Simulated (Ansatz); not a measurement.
An Ansatz (a quantum-chemistry and plane-wave program) input (PBEsol (Ansatz; PAW; 420 eV plane waves; spin-orbit coupling left out)):

Ansatz 0.2 input:
```yaml
crystal:
  lattice:
    - [-1.6332099691, 1.6011862442, 3.9088506209]
    - [1.6332099691, -1.6011862442, 3.9088506209]
    - [1.6332099691, 1.6011862442, -3.9088506209]
  atoms:
    - { symbol: Si, position: [0.6655246743, 0.6655246743, 0] }
    - { symbol: Si, position: [0.3344753257, 0.3344753257, 0] }
    - { symbol: W, position: [0, 0, 0] }
basis: { ecutwfc: 420, ecutrho_ratio: 4, xc_grid: 2, fft_grid_basis: typed }
kpoints: { mp_grid: { grid: [25, 25, 25] } }
hamiltonian:
  xc: pbesol
  dispersion: none
  pseudopotentials: { kind: paw }
scf: { occupations: { method: fermi_dirac, width: 0.1 }, convergence: { dr2_threshold: 0.0000000003 } }
relax: { f_tol: 0.005, max_steps: 50 }
output: { forces: true, stress: true }
checkpoint: { write: state.ck, write_every: 1000 }
```

Problem. Which symmetry and how many k-points will the program report, and about how many plane waves at Γ?

Solution. Space group Immm (ITA 71) with 8 operations, k-points 2197 of 15625, and 805 plane waves at Γ.

Problem. And the final pressure?

Solution. -4.19 GPa (compression positive).

The cells carry an imposed strain or load. Whether these cells are dynamically stable was not tested. All final runs are without spin polarisation. The cell was made from WSi2 (space group I4/mmm, No. 139) by this change: uniaxial strain ε_xx = +2.00 %.
